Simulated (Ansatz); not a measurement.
```
CELL_PARAMETERS angstrom
      4.15526     0.00000     0.00000
      0.00000     4.15526     0.00000
      0.00000     0.00000     5.14351
ATOMIC_POSITIONS crystal
  Pb 0.50000 0.00000 0.77710
  Pb 0.00000 0.50000 0.22290
  O  0.50000 0.50000 0.00000
  O  0.00000 0.00000 0.00000
```

No spin polarisation.

Level of theory: PBE-D3(BJ), PAW, 420 eV (Ansatz, an electronic-structure program; no spin-orbit coupling). Γ-centred 8×8×7 mesh, Fermi–Dirac width 0.05 eV.

**Question.** Predict the pressure and space group.

**Answer.** The pressure (mean of the normal stresses, compression positive) is -26.3 kbar. The space group is P4/nmm (No. 129).

The cells carry an imposed strain or load. Whether these cells are dynamically stable was not tested. The cell was made from PbO (space group P4/nmm, No. 129; layered, stacked along the Cartesian z axis) by this change: isotropic strain +3.00 %.
